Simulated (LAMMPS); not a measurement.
Simulation of a melt of ZnSe (zinc blende) with 75 % of Zn sites Cd, 1728 atoms, cooled from 2200 K to 300 K at 1e+13 K/s, at zero pressure.

Computed with classical MD, pair style sw, file CdTeZnSeHgS0.sw; code LAMMPS.

```
Item                                                                                  Value
---------------------------------------  --------------------------------------------------
state found                                                                           glass
density                                                             5.25 g/cm³ (one sample)
volume per atom                                                        28.4 Å³ (one sample)
enthalpy per atom                                                    -2.187 eV (one sample)
first peak of g(r), Cd-Se                                                2.65 Å, height 9.5
coordination number of Cd by Se                                    3.71 (counted to 3.30 Å)
coordination number of Se by Cd                                    2.78 (counted to 3.30 Å)
first peak of g(r), Se-Zn                                               2.50 Å, height 13.5
coordination number of Se by Zn                                    0.93 (counted to 3.10 Å)
coordination number of Zn by Se                                    3.73 (counted to 3.10 Å)
most common Se-Zn-Se angle               in the 3° bin centred on 109.5° (mean of all 109°)
most common Se-Cd-Se angle               in the 3° bin centred on 109.5° (mean of all 109°)
mean frequency of the velocity spectrum                                             4.7 THz
energy above the random crystal at 0 K                                        0.290 eV/atom
cost                                                                 roughly 5 core-minutes
```

Potential: file CdTeZnSeHgS0.sw of the LAMMPS distribution; its header cites Zhou, Ward, Martin, van Swol, Cruz-Campa, and D. Zubia, Phys. Rev. B, 88, 085309 (2013).

| T (K) | volume (Å³/atom) |
|---|---|
| 2168 | 33.812 |
| 2105 | 33.048 |
| 2042 | 32.657 |
| 1978 | 32.202 |
| 1915 | 31.731 |
| 1852 | 31.531 |
| 1788 | 31.267 |
| 1725 | 31.014 |
| 1662 | 30.511 |
| 1598 | 30.390 |
| 1535 | 30.012 |
| 1472 | 29.687 |
| 1408 | 29.662 |
| 1345 | 29.485 |
| 1282 | 29.235 |
| 1218 | 29.081 |
| 1155 | 29.010 |
| 1092 | 28.970 |
| 1028 | 28.942 |
| 965.0 | 28.863 |
| 901.7 | 28.874 |
| 838.3 | 28.807 |
| 775.0 | 28.760 |
| 711.7 | 28.704 |
| 648.3 | 28.647 |
| 585.0 | 28.580 |
| 521.7 | 28.554 |
| 458.3 | 28.516 |
| 395.0 | 28.464 |
| 331.7 | 28.417 |
